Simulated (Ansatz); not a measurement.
**A self-consistent single point of the (100) slab of Ba2H3I (cut from a parent of space group no. 164; 12 atoms in the cell) with Ansatz (a first-principles code)**

Method: LDA (PW92), default PAW files made with PBE (plane waves; Ansatz).

The input file:

Ansatz 0.2 input:
```yaml
crystal:
  lattice:
    - [4.51371800, 0.00000000, 0.00000000]
    - [0.00000000, 8.07895200, 0.00000000]
    - [0.00000000, 0.00000000, 20.51500200]
  atoms:
    - { symbol: Ba, position: [0.25000000, 0.68472000, 0.34121400] }
    - { symbol: Ba, position: [0.25000000, 0.31528000, 0.46824300] }
    - { symbol: H, position: [0.25000000, 0.35610000, 0.34121400] }
    - { symbol: H, position: [0.25000000, 0.64390000, 0.46824300] }
    - { symbol: H, position: [0.75000000, 0.50000000, 0.40472800] }
    - { symbol: I, position: [0.75000000, 0.00000000, 0.40472800] }
    - { symbol: Ba, position: [0.75000000, 0.68472000, 0.53175700] }
    - { symbol: Ba, position: [0.75000000, 0.31528000, 0.65878600] }
    - { symbol: H, position: [0.75000000, 0.35610000, 0.53175700] }
    - { symbol: H, position: [0.75000000, 0.64390000, 0.65878600] }
    - { symbol: H, position: [0.25000000, 0.50000000, 0.59527200] }
    - { symbol: I, position: [0.25000000, 0.00000000, 0.59527200] }
basis:
  ecutwfc: 420.0
kpoints:
  mp_grid: { grid: [5, 3, 1] }
hamiltonian:
  xc: lda
  pseudopotentials: { kind: paw }
scf:
  occupations: { method: fermi_dirac, width: 0.05 }
output:
  forces: true
  eigenvalues: true
  stress: true
```

Output (repeated stretches shortened):

```
WARN ansatz: RAYON_NUM_THREADS=1 ignored (pool sized by the plan → 1); use --threads N
Pseudopotentials: kind: paw
Pseudopotential: Ba, paw, valence charge 10
Pseudopotential: H, paw, valence charge 1
Pseudopotential: I, paw, valence charge 17
Crystal: 12 atoms, lattice volume = 748.102 Å³
Basis set: ecut = 420 eV, 14681 PW (Γ)
Bands: 52, of which v1, the nominal top of the filled ones, is band 40 counted from 1 (39 counted from 0)
Symmetry: 4 space group operations
Space group: P21/m (ITA 11), of the structure as read, at distance tolerance 9.1e-5 Å
k-points: 6 of 15
PAW frozen core: Ba, regenerated for the run's functional, and the local potential with it
PAW frozen core: I, regenerated for the run's functional, and the local potential with it
Initial density: superposition of atomic densities (neutral atoms: chi_scale 0, normalization atom), corrected by the library's trained network
Initial wavefunctions: pseudopotential atomic-orbital guess
Eigensolver: davidson
Functional: x = slater, c = lda
SCF iter   1: F=—  HF=-37930.550640 eV  |F-HF|=—  |Δ(HF+E_count)|=         —  Δρ=5.24e-3  dr2=2.19e-1  ethr=1.77e-3  ⟨swp⟩=17.2  Hψ=2326  notcnv=0  defer=3
all-band conjugate gradients solve this SCF's bands
preconditioner: auto → Resta (q_TF=auto, 1.880 Å⁻¹)
SCF iter   2: F=—  HF=-37930.494783 eV  |F-HF|=—  |Δ(HF+E_count)|=   5.59e-2  Δρ=1.58e-3  dr2=1.94e-2  ethr=2.74e-4  ⟨swp⟩=4.2  Hψ=533  notcnv=0  defer=18
SCF iter   3: F=—  HF=-37930.494192 eV  |F-HF|=—  |Δ(HF+E_count)|=   5.91e-4  Δρ=6.03e-4  dr2=3.66e-3  ethr=2.43e-5  ⟨swp⟩=3.8  Hψ=503  notcnv=0  defer=18
SCF iter   4: F=—  HF=-37930.494351 eV  |F-HF|=—  |Δ(HF+E_count)|=   1.59e-4  Δρ=2.22e-4  dr2=3.63e-4  ethr=4.58e-6  ⟨swp⟩=2.0  Hψ=425  notcnv=0  defer=18
SCF iter   5: F=—  HF=-37930.494540 eV  |F-HF|=—  |Δ(HF+E_count)|=   1.89e-4  Δρ=4.14e-5  dr2=1.63e-5  ethr=4.54e-7  ⟨swp⟩=2.3  Hψ=567  notcnv=0  defer=18
SCF iter   6: F=—  HF=-37930.494653 eV  |F-HF|=—  |Δ(HF+E_count)|=   1.12e-4  Δρ=1.06e-5  dr2=9.83e-7  ethr=2.04e-8  ⟨swp⟩=2.2  Hψ=546  notcnv=0  defer=18
SCF iter   7: F=-37930.494653 eV  HF=-37930.494653 eV  |F-HF|=3.83e-8  |Δ(HF+E_count)|=   7.59e-7  Δρ=3.03e-6  dr2=7.64e-8  ethr=1.25e-10  ⟨swp⟩=17.8  Hψ=2068  notcnv=0
SCF 1 converged in 7 iterations: F = -37930.494653 eV  dr2 = 7.64e-8
SCF converged after 7 iterations
Free energy (F): -37930.494653 eV
Harris-Foulkes:  -37930.494653 eV  (|F-HF|=3.83e-8)
Internal energy: -37930.494648 eV  (E = F + TS)
E sigma→0 (E₀):  -37930.494651 eV
Entropy (-TS):   -0.000006 eV (-0.000 meV/atom)
Fermi energy:    1.128722 eV
--- Per-component energies (eV) ---
  E_band       = -1481.280947
  E_kinetic    = 1121.218930
  E_local      = -27222.867349  (includes V_loc(G=0)·N_el)
  E_nonlocal   = 75.952607
  E_hartree    = 13202.882754
  E_xc         = -969.794305
  E_vxc        = -862.998899  (∫ρ·V_xc dr)
  E_paw        = -29553.535368  (= ΣΔE_a)
  E_vpaw       = -998.349848  (= ΣTr[D̂ρ^β])
  E_aug_tail   = -0.005971  (compensation charges beyond the density's cutoff)
  E_ewald      = 5412.961561
  E_core_change = 2.692493  (= ΣΔE_core)
  E_smearing   = -0.000006  (= −TS)
  E_closure    = -0.000000  (closes the sum)
  Σ components = -37930.494653   (vs F -37930.494653, Δ=0.00e0)
--- Forces (eV/Å), atoms counted from 1 ---
  atom   1  Ba    -0.00000000    -0.88549772     1.50794574
  atom   2  Ba     0.00000000    -0.06980178    -0.40452856
  atom   3  H     -0.00000000     0.67913408     0.05948534
  atom   4  H      0.00000000     0.01172517    -0.27299793
  atom   5  H      0.00000000     0.60939545    -0.01724442
  atom   6  I      0.00000000    -0.45986179    -0.21493821
  atom   7  Ba    -0.00000000     0.06980178     0.40452856
  atom   8  Ba     0.00000000     0.88549772    -1.50794574
  atom   9  H     -0.00000000    -0.01172517     0.27299793
  atom  10  H      0.00000000    -0.67913408    -0.05948534
  atom  11  H     -0.00000000    -0.60939545     0.01724442
  atom  12  I     -0.00000000     0.45986179     0.21493821
  max |Σ_I F_I| component: 1.11e-16 eV/Å
--- Stress (GPa, compression-positive) ---
       -0.814609      -0.000000       0.000000
       -0.000000      -2.291406       0.179098
        0.000000       0.179098      -1.804249
  P = ⅓ Tr σ = -1.6368 GPa (-16.368 kbar)
  The stress holds the Pulay correction. Without it, at fixed plane waves, as pw.x and ABINIT print it: P = -1.6524 GPa
--- Band table (eV; the first three rows and the last of 6) ---
  k-point 0: bands = ["-44.3601", "-44.3601", "-44.3569", "-44.3568", "-44.3405", "-44.3404", "-44.3130", "-44.3130", "-44.3122", "-44.3121", "-27.8276", "-27.8274", "-26.3472", "-26.2850", "-13.0893", "-13.0740", "-12.9733", "-12.9264", "-12.8733", [...]
  k-point 1: bands = ["-44.3601", "-44.3601", "-44.3569", "-44.3568", "-44.3405", "-44.3404", "-44.3130", "-44.3130", "-44.3121", "-44.3121", "-27.8275", "-27.8274", "-26.3465", "-26.2857", "-13.1001", "-13.0808", "-12.9475", "-12.9280", "-12.8732", [...]
  k-point 2: bands = ["-44.3601", "-44.3601", "-44.3569", "-44.3568", "-44.3405", "-44.3404", "-44.3129", "-44.3129", "-44.3122", "-44.3121", "-27.8233", "-27.8232", "-26.3363", "-26.2859", "-13.0747", "-13.0639", "-12.9992", "-12.9887", "-12.8939", [...]
  k-point 5: bands = ["-44.3600", "-44.3600", "-44.3569", "-44.3569", "-44.3405", "-44.3404", "-44.3129", "-44.3129", "-44.3122", "-44.3121", "-27.8165", "-27.8164", "-26.3125", "-26.2936", "-13.1503", "-13.1480", "-13.0311", "-13.0265", "-12.8235", [...]
```

The run converged in 7 iterations.

The starting cell comes from a database of computed structures (which also holds hypothetical and non-ambient phases and stackings), without a prior relaxation at this level. The slab is cut from that crystal, and its faces are unrelaxed. Its lattice was rescaled by up to half a per cent. Spin-orbit coupling is off. Spin polarisation is off, though cut faces can carry moments; a gap of a slab can lie between surface states. Forces in this geometry exceed 1 eV/Å.
